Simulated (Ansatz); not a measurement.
## Effect of 2 layers on GaSe

The reference is GaSe in the beta-GaS type structure (space group P6_3/mmc, No. 194; a = 3.705 Å, c = 15.508 Å; layered, stacked along the Cartesian z axis).

Perturbation: a free-standing slab of 2 layers (8 atoms, 4 a layer) is cut normal to the stacking axis, with 15 Å of vacuum and the in-plane cell relaxed.

Level of theory: Ansatz (an electronic-structure program) PBEsol-D3(BJ), without spin-orbit coupling. Settings: 10×10×1 k-points, 0.05 eV Fermi–Dirac smearing, for the changed cell.

- Shortest interatomic distance = 2.414 Å (base 2.412 Å)
- Band gap = 1.64 eV (base 0.82 eV)
- Gap character = indirect, k = (0, 0.100, 0) in the run's primitive reciprocal basis → M
- Smallest direct gap = 1.76 eV (base 0.93 eV)
- Excess energy per area of both faces (slab less bulk energy over the cell's area: twice a surface energy) = 0.49 J/m²
- In-plane lattice parameter a = 3.705 Å (base 3.705 Å)

Final structure:

```yaml
crystal:
  lattice:
    - [3.70546, 0.00000, 0.00000]
    - [1.85273, 3.20902, 0.00000]
    - [0.00000, 0.00000, 27.52489]
  atoms:
    - { symbol: Se, position: [0.33333, 0.33333, 0.27186] }
    - { symbol: Ga, position: [0.66667, 0.66667, 0.31482] }
    - { symbol: Ga, position: [0.66667, 0.66667, 0.40253] }
    - { symbol: Se, position: [0.33333, 0.33333, 0.44538] }
    - { symbol: Se, position: [0.66667, 0.66667, 0.55462] }
    - { symbol: Ga, position: [0.33333, 0.33333, 0.59747] }
    - { symbol: Ga, position: [0.33333, 0.33333, 0.68518] }
    - { symbol: Se, position: [0.66667, 0.66667, 0.72814] }
```

Slab and bulk use different k-meshes, which limits the precision of the excess energy. Whether these cells are dynamically stable was not tested. Labels are those of the standard path for the cell's own space group.
